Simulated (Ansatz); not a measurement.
Base system: SiO2 in the rutile structure (space group P4_2/mnm, No. 136).

```
CELL_PARAMETERS angstrom
      4.23588     0.00000     0.00000
      0.00000     4.23588     0.00000
      0.00000     0.00000     2.68991
ATOMIC_POSITIONS crystal
  Si 0.50000 0.50000 0.50000
  Si 0.00000 0.00000 0.00000
  O  0.80699 0.80699 0.50000
  O  0.30699 0.69301 0.00000
  O  0.69301 0.30699 0.00000
  O  0.19301 0.19301 0.50000
```

Cartesian axes are those of the cell as printed.

The values are results of PBE (Ansatz, a first-principles code), no SOC, earlier PAW set, not measurements.

Before the change:

| Quantity | Value |
|---|---|
| Electron mass | 0.36 mₑ along c, 0.45 mₑ across (at Γ) |
| Volume per atom | 8.04 Å³ |
| Pressure | -0.01 GPa |

Modification: tensile biaxial strain of 1.06 % in the plane normal to [001], as in epitaxy on a mismatched substrate; the out-of-plane cell vector and the atoms relax.

Question: How does this affect the electron mass, volume per atom and pressure?

Answer: The electron mass becomes 0.36 mₑ out of plane, 0.44 mₑ in plane (at Γ) (base: 0.36 mₑ along c, 0.45 mₑ across (at Γ)); the volume per atom increases by 0.13 Å³ to 8.17 Å³; the pressure (mean of the normal stresses, compression positive) falls by 2.969 GPa (-0.01 GPa → -2.97 GPa).

The levels and masses belong to the bands next to the band gap. Effective masses come from finite differences of ±0.01 Å⁻¹. Stability against distortions was not tested.
